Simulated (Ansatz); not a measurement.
# Band gap of InP (model structure, started from the BeO type, P4₂/mnm, No. 136, 8 atoms in the cell) at several levels of theory

No measured value is used here.

Task: Put these levels in order of the band gap that they give for InP (model structure, started from the BeO type, P4₂/mnm, No. 136, 8 atoms in the cell), smallest first: HSE06 (Ansatz, a first-principles code), LDA (Ansatz), PBEsol+SOC (Ansatz), r²SCAN+SOC (Ansatz).

Result: LDA (0.57 eV), PBEsol+SOC (0.69 eV), r²SCAN+SOC (1.23 eV), HSE06 (1.58 eV)

Computed values are for a static lattice. Levels without +SOC have no spin–orbit coupling; where heavier elements are present it shifts gaps, mostly down, and can invert bands.  Values are at the PBEsol cell. Cutoffs and k meshes differ between the levels. Ansatz's density-functional and Hartree–Fock values are scalar-relativistic unless marked +SOC, with PAW data made under PBE.

A model structure was made by putting elements into a prototype or built by hand; it is no filed structure, need not be a known phase, and can be a saddle point held by its symmetry.
